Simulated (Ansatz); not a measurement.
Response to strain in FeO

The parent structure is FeO in the rock salt structure (space group Fm-3m, No. 225; a = 4.266 Å; ferromagnetic; relaxed with 0.1 eV smearing). Axes: x, y, z lie along the cube axes.

Strains are applied to the cell and any free atomic positions relax; under biaxial strain the out-of-plane vector relaxes too.

All numbers come from r2SCAN, PAW, 500 eV (Ansatz, a program for electronic structure; no spin-orbit coupling).

Candidates:
(a) biaxial strain −0.68 %, plane normal [001], relaxed out of plane
(b) uniaxial strain ε_xx = −4.15 %
(c) biaxial strain −0.25 %, plane normal [111], relaxed out of plane
(d) biaxial strain +1.13 %, plane normal [001], relaxed out of plane

Notes on the quantities. energy relative to the base: free energy F.

Question: Order them by energy relative to the base, highest first.

Answer: (b) uniaxial strain ε_xx = −4.15 % (+19 meV/atom), (d) biaxial strain +1.13 %, plane normal [001], relaxed out of plane (+2.2 meV/atom), (a) biaxial strain −0.68 %, plane normal [001], relaxed out of plane (+0.9 meV/atom), (c) biaxial strain −0.25 %, plane normal [111], relaxed out of plane (+0.1 meV/atom)

Whether these cells are dynamically stable was not tested. No Hubbard U is applied and the magnetic state is the run's own (FeO ferromagnetic); other magnetic orders, which need larger cells, were not tried and can change the gap. In its common phase, real FeO is an antiferromagnetic insulator at low temperature.
